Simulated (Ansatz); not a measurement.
## BaTiO3: transverse stress against strain

BaTiO3 (cubic perovskite, Pm-3m, 12.513 Å³/atom at rest, cube axes along x, y and z) under a strain ε along a cube axis (axis z), the other axes held. PBEsol in Ansatz, a plane-wave DFT program (PAW, default set), 420 eV, 8×8×8 Γ-centred mesh, Fermi-Dirac smearing 0.05 eV; ions are relaxed within the symmetry of each cell. Stress is positive for a compressed cell.

Here s stands for strain and y for stress xx.

```csv
strain (%),stress xx (GPa)
-3.00,?
-1.20,1.37
-0.60,0.67
0.00,-0.01
0.60,-0.66
1.20,-1.29
```

### Question
Fit y against s with a straight line, and predict the withheld value at s = -3.00.

### Answer
Means: s 0, y 0.016. About the means, the sum of products is -3.9900 and the sum of squares of s is 3.6000; the slope is their ratio. Least squares gives y = 0.016 - 1.1083·s. Residuals (row less fit): 0.024, -0.011, -0.026, -0.011, 0.024; standard error 0.026 (degrees of freedom: 3). The slope gives the elastic constant C12 = 111 ± 1.4 GPa. At the withheld row, y = 0.016 - 1.1083 × (-3.0) = 3.341 GPa. The calculation gives 3.60 GPa, 0.259 GPa above the prediction (5.3 % of the range of y in the table). The row lies outside the fitted rows, so this is an extrapolation. From the scatter of the fitted rows alone, a prediction at this place has a standard error of 0.051 GPa, so the miss is 5.1 times that.

One order more, fitted to all 11 runs of the series, follows each within 0.01, so the miss is the next term of a smooth law. The primitive cell can neither tilt nor turn polar against its symmetry, as such crystals can under strain. BaTiO3 is here the ideal cubic form; the compound distorts at low or room temperature. Rows are the converged runs of the series near zero and its far end; series whose fitted rows scatter by over a few per cent of the range, as at a crossing or softening among them, aren't shown in this form. Most that stay on the fit to the last digits aren't either.
